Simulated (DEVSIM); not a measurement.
System: abrupt Si n-p junction, at 300 K.

```tsv
layer (left to right)	material	thickness (μm)	Nd (cm⁻³)	Na (cm⁻³)	τn (s)	τp (s)
1	Si	0.300	9.9e17	-	3.4e-6	3.4e-6
2	Si	61.0	-	6.7e16	0.0001	3.4e-6
```

Left contact: ohmic. Right contact: ohmic. Voltage is applied to the left contact. Recombination: SRH at mid-gap. Mobility is constant in doping.

Constants are typed, rounded textbook-type inputs, not results; the design itself was drawn at random and stands for no fabricated device. Values at 300 K.

```
parameter           Si
-------------  -------
gap (eV)         1.124
affinity (eV)     4.05
permittivity      11.7
Nc (cm⁻³)      2.86e19
Nv (cm⁻³)       3.1e19
μn (cm²/Vs)       1417
μp (cm²/Vs)        470
```

Simulated with DEVSIM: 1D drift-diffusion, Boltzmann statistics, complete ionisation; no tunnelling, impact ionisation, image-force lowering or self-heating.

Question: Tabulate band edges, carrier densities and field at zero bias.

Answer: Energies count from the Fermi level of the right contact; mesh points crowd at the junctions.

```csv
x (μm),Ec (eV),Ev (eV),n (cm⁻³),p (cm⁻³),field (V/cm)
0.000,0.087,-1.037,9.9e17,120,≈ 0
0.02820,0.087,-1.037,9.9e17,120,≈ 0
0.08401,0.087,-1.037,9.9e17,120,≈ 0
0.1831,0.087,-1.037,9.9e17,120,≈ 0
0.2708,0.087,-1.037,9.9e17,120,290
0.2995,0.162,-0.962,5.4e16,2100,120000
0.3281,0.483,-0.641,2.2e11,5.3e8,97000
0.4265,0.954,-0.171,2700,4.2e16,7100
0.6164,0.965,-0.159,1700,6.7e16,≈ 0
1.046,0.965,-0.159,1700,6.7e16,≈ 0
2.016,0.965,-0.159,1700,6.7e16,≈ 0
5.511,0.965,-0.159,1700,6.7e16,≈ 0
12.11,0.965,-0.159,1700,6.7e16,≈ 0
27.04,0.965,-0.159,1700,6.7e16,≈ 0
49.38,0.965,-0.159,1700,6.7e16,≈ 0
56.04,0.965,-0.159,1700,6.7e16,≈ 0
58.99,0.965,-0.159,1700,6.7e16,≈ 0
60.29,0.965,-0.159,1700,6.7e16,≈ 0
60.97,0.965,-0.159,1700,6.7e16,≈ 0
61.17,0.965,-0.159,1700,6.7e16,≈ 0
61.25,0.965,-0.159,1700,6.7e16,≈ 0
61.30,0.965,-0.159,1700,6.7e16,≈ 0
```
